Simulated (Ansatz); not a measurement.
What As → Hg does to GaAs

The parent structure is GaAs in the zinc blende structure (space group F-43m, No. 216; a = 5.659 Å).

Modification: full substitution As → Hg; the structure is relaxed again.

All numbers come from DFT with PBEsol, PAW potentials and a 420 eV plane-wave cutoff in Ansatz (a quantum-chemistry and plane-wave program), scalar-relativistic without spin-orbit coupling. k-mesh 13×13×13 (Γ-centred); smearing 0.05 eV (Fermi–Dirac), for the changed cell.

```tsv
quantity	base	changed	shift
volume per atom	22.66 Å³	27.96 Å³	+5.30 Å³
density	5.30 g/cm³	8.03 g/cm³	+2.73 g/cm³
lattice parameter a	5.659 Å	6.070 Å	+0.411 Å
shortest interatomic distance	2.451 Å	2.628 Å	+0.1779 Å
band gap	0.42 eV	zero	–
```

Final structure:

```yaml
crystal:
  lattice:
    - [0.00000, 3.03505, 3.03505]
    - [3.03505, 0.00000, 3.03505]
    - [3.03505, 3.03505, 0.00000]
  atoms:
    - { symbol: Hg, position: [0.75000, 0.75000, 0.75000] }
    - { symbol: Ga, position: [0.00000, 0.00000, 0.00000] }
```

No phonon test of stability was made. As relaxed here, GaHg is a hypothetical phase, not in the database extracts checked.
